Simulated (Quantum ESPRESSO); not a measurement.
Input and output of a self-consistent single point for BaP4Pd2 (I4/mmm, 7 atoms in the cell) (Quantum ESPRESSO).

Method: PBEsol, GBRV 1.5 ultrasoft (PBESOL) pseudopotentials (plane waves; Quantum ESPRESSO).

```xyz
7
Lattice="3.4219 -3.4219 2.9869 3.4219 3.4219 2.9869 -3.4219 -3.4219 2.9869" Properties=species:S:1:pos:R:3 pbc="T T T"
Ba     0.0000     0.0000     0.0000
P     -1.8739     3.4219     0.0000
P     -1.5480     0.0000     2.9869
P      0.0000     1.5480     2.9869
P     -3.4219     1.8739     0.0000
Pd    -3.4219     0.0000     1.4934
Pd     0.0000     3.4219     1.4934
```

Reference input (self-consistent single point, DFT, LDA (PZ), plane waves, GBRV 1.5 ultrasoft (LDA) pseudopotentials): ecutwfc = 40 Ry; ecutrho = 320 Ry; occupations = smearing; smearing = fermi-dirac; degauss = 0.0099958 Ry; potentials = {Ba: ba_lda_v1.uspp.F.UPF, P: p_lda_v1.5.uspp.F.UPF, Pd: pd_lda_v1.4.uspp.F.UPF}; K_POINTS = automatic 6 6 6 0 0 0; conv_thr = 1e-10 Ry. This run's input differs from it in these lines:

```diff
@@ -25,5 +25,5 @@
 ATOMIC_SPECIES
-Ba   137.3270  ba_lda_v1.uspp.F.UPF
-P     30.9738  p_lda_v1.5.uspp.F.UPF
-Pd   106.4200  pd_lda_v1.4.uspp.F.UPF
+Ba   137.3270  ba_pbesol_v1.uspp.F.UPF
+P     30.9738  p_pbesol_v1.5.uspp.F.UPF
+Pd   106.4200  pd_pbesol_v1.4.uspp.F.UPF
 ATOMIC_POSITIONS crystal
```

Output (repeated stretches shortened):

```
     Self-consistent Calculation

     iteration #  1     ecut=    40.00 Ry     beta= 0.70

---- Real-time Memory Report at c_bands before calling an iterative solver
           571 MiB given to the printing process from OS
           140 MiB allocation reported by mallinfo(arena+hblkhd)
------------------

     negative rho (up, down):  2.255E-01 0.000E+00

     total energy              =    -523.87704352 Ry
     estimated scf accuracy    <       8.12476811 Ry

     iteration #  2     ecut=    40.00 Ry     beta= 0.70

---- Real-time Memory Report at c_bands before calling an iterative solver
   [... lines left out ...]
           661 MiB given to the printing process from OS
           160 MiB allocation reported by mallinfo(arena+hblkhd)
------------------

     negative rho (up, down):  2.370E-01 0.000E+00

     total energy              =    -529.74135489 Ry
     estimated scf accuracy    <          2.3E-10 Ry

     iteration # 14     ecut=    40.00 Ry     beta= 0.70

---- Real-time Memory Report at c_bands before calling an iterative solver
           661 MiB given to the printing process from OS
           160 MiB allocation reported by mallinfo(arena+hblkhd)
------------------

     negative rho (up, down):  2.370E-01 0.000E+00
     End of self-consistent calculation

     the Fermi energy is    11.0381 ev

!    total energy              =    -529.74135489 Ry
     estimated scf accuracy    <          1.2E-11 Ry
     smearing contrib. (-TS)   =      -0.00893485 Ry
     internal energy E=F+TS    =    -529.73242005 Ry

     convergence has been achieved in  14 iterations

     negative rho (up, down):  2.370E-01 0.000E+00

     Forces acting on atoms (cartesian axes, Ry/au):

     atom    1 type  1   force =    -0.00000000   -0.00000000   -0.00000000
     atom    2 type  2   force =     0.01326498    0.00000000   -0.00000000
     atom    3 type  2   force =    -0.01326498   -0.00000000   -0.00000000
     atom    4 type  2   force =    -0.00000000    0.01326498    0.00000000
     atom    5 type  2   force =    -0.00000000   -0.01326498    0.00000000
   [... lines left out ...]
     Total force =     0.026530     Total SCF correction =     0.000003
   [... lines left out ...]

     negative rho (up, down):  2.370E-01 0.000E+00
          total   stress  (Ry/bohr**3)                   (kbar)     P=      -22.43
  -0.00012053   0.00000000   0.00000000          -17.73        0.00        0.00
   0.00000000  -0.00012053  -0.00000000            0.00      -17.73       -0.00
   0.00000000  -0.00000000  -0.00021634            0.00       -0.00      -31.82

   JOB DONE.
```

The run converged in 14 iterations. Against the reference run the pressure goes from -4.49 to -2.24 GPa and the largest force goes from 0.406 to 0.341 eV/Å.

The starting cell comes from a database of computed structures (which also holds hypothetical and non-ambient phases and stackings), without a prior relaxation at this level. Spin polarisation is off.

Cost on one core of a shared machine: roughly 3 min.
